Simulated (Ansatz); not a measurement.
LiBH4 (P6₃mc, No. 186, 12 atoms in the cell; start mp-2659898), treated with r²SCAN-D4 (Ansatz, a quantum-chemistry and plane-wave program, plane waves, PAW).

Numerical settings: plane-wave cutoff 500 eV, 12×12×6 k mesh (along the axes of the cell as run), gaussian smearing 0.02 eV, scalar-relativistic PAW data made under PBE.

Cell (relaxed at this level):

```cif
data_H8B2Li2
_chemical_formula_sum 'Li2 B2 H8'
_space_group_name_H-M_alt 'P 1'
_space_group_IT_number 1
_cell_length_a 4.17513
_cell_length_b 4.17513
_cell_length_c 7.11363
_cell_angle_alpha 90.000
_cell_angle_beta 90.000
_cell_angle_gamma 120.000
loop_
_space_group_symop_operation_xyz
  'x, y, z'
loop_
_atom_site_label
_atom_site_type_symbol
_atom_site_fract_x
_atom_site_fract_y
_atom_site_fract_z
_atom_site_occupancy
Li1 Li 0.33333 0.66667 0.10439 1
Li2 Li 0.66667 0.33333 0.60439 1
B1 B 0.33333 0.66667 0.53734 1
B2 B 0.66667 0.33333 0.03734 1
H1 H 0.33333 0.66667 0.36729 1
H2 H 0.66667 0.33333 0.86729 1
H3 H 0.17536 0.35072 0.59532 1
H4 H 0.82464 0.17536 0.09532 1
H5 H 0.64928 0.82464 0.59532 1
H6 H 0.82464 0.64928 0.09532 1
H7 H 0.17536 0.82464 0.59532 1
H8 H 0.35072 0.17536 0.09532 1
```

Give the computed band gap.


- band gap = 7.34 eV (on the SCF k mesh)

Note: the relaxation could not lower the start's symmetry, so the cell can be a saddle point above a distorted one.

The computed numbers hold no vibrational or temperature effects.

A start named mp-… is a Materials Project structure, which need not be a measured phase.
